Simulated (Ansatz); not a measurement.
For ZrTa (model structure, P4/mmm, No. 123, 2 atoms in the cell), LDA in Ansatz (PAW) gives:

lattice parameter a: 2.811 Å
c axis length: 4.847 Å
bulk modulus B0: 149 GPa
cohesive energy: 8.29 eV/atom

What does r²SCAN in Ansatz (PAW) give for the same quantities?


- lattice constant a: 2.919 Å (grows by 3.8 %)
- lattice parameter c: 4.805 Å (falls by 0.9 %)
- bulk modulus: 132 GPa (shrinks by 11 %)
- cohesive energy: 6.59 eV/atom (falls by 1.70 eV/atom)

Changes are worked out from the printed values.

Unless a cell is named, each level is at its own relaxed cell (LDA 19.15, r²SCAN 20.47 Å³/atom).

Levels without +SOC leave out spin–orbit coupling, which shifts energies and cells of such heavy elements.

Caveats: the bulk modulus is −V dP/dV from two relaxed cells at ±2 % in volume (LDA, r²SCAN). Ansatz's density-functional and Hartree–Fock values are scalar-relativistic unless marked +SOC, with PAW data made under PBE.

A model structure was made by putting elements into a prototype or built by hand; it is no filed structure, need not be a known phase, and can be a saddle point held by its symmetry.

Ansatz is a program for electronic structure.
